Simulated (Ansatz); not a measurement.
# A computed series for MgSe: response to strain

Consider MgSe in the rock salt structure (space group Fm-3m, No. 225; a = 5.391 Å). Axes: x, y, z lie along the cube axes.

Strains are applied to the cell and any free atomic positions relax; under biaxial strain the out-of-plane vector relaxes too.

All numbers come from LDA in Ansatz (plane waves to 420 eV, PAW, without spin-orbit coupling).

Notes on the quantities. energy relative to the base: free energy F; pressure: mean of the normal stresses, compression positive.

```json
[
 {"case": "base", "band gap": "1.72 eV", "out-of-plane strain": "–", "energy relative to the base": "0 meV/atom", "pressure": "0.00 GPa"},
 {"case": "biaxial strain −3.00 %, plane normal [001], relaxed out of plane", "band gap": "1.58 eV", "out-of-plane strain": "+1.67 %", "energy relative to the base": "+19 meV/atom", "pressure": "3.71 GPa"},
 {"case": "biaxial strain −2.50 %, plane normal [001], relaxed out of plane", "band gap": "1.60 eV", "out-of-plane strain": "+1.38 %", "energy relative to the base": "+13 meV/atom", "pressure": "2.99 GPa"},
 {"case": "biaxial strain −2.00 %, plane normal [001], relaxed out of plane", "band gap": "1.62 eV", "out-of-plane strain": "+1.10 %", "energy relative to the base": "+8.1 meV/atom", "pressure": "2.32 GPa"},
 {"case": "biaxial strain −1.00 %, plane normal [001], relaxed out of plane", "band gap": "1.67 eV", "out-of-plane strain": "+0.54 %", "energy relative to the base": "+1.9 meV/atom", "pressure": "1.09 GPa"},
 {"case": "biaxial strain −0.50 %, plane normal [001], relaxed out of plane", "band gap": "1.69 eV", "out-of-plane strain": "+0.26 %", "energy relative to the base": "+0.5 meV/atom", "pressure": "0.53 GPa"},
 {"case": "biaxial strain +1.00 %, plane normal [001], relaxed out of plane", "band gap": "1.62 eV", "out-of-plane strain": "-0.51 %", "energy relative to the base": "+1.8 meV/atom", "pressure": "-0.96 GPa"},
 {"case": "biaxial strain +2.00 %, plane normal [001], relaxed out of plane", "band gap": "1.54 eV", "out-of-plane strain": "-1.02 %", "energy relative to the base": "+6.9 meV/atom", "pressure": "-1.79 GPa"},
 {"case": "biaxial strain +2.50 %, plane normal [001], relaxed out of plane", "band gap": "1.50 eV", "out-of-plane strain": "-1.26 %", "energy relative to the base": "+11 meV/atom", "pressure": "-2.17 GPa"},
 {"case": "biaxial strain +3.00 %, plane normal [001], relaxed out of plane", "band gap": "1.46 eV", "out-of-plane strain": "-1.51 %", "energy relative to the base": "+15 meV/atom", "pressure": "-2.51 GPa"}
]
```

No phonon test of stability was made.

Ansatz is an electronic-structure program.
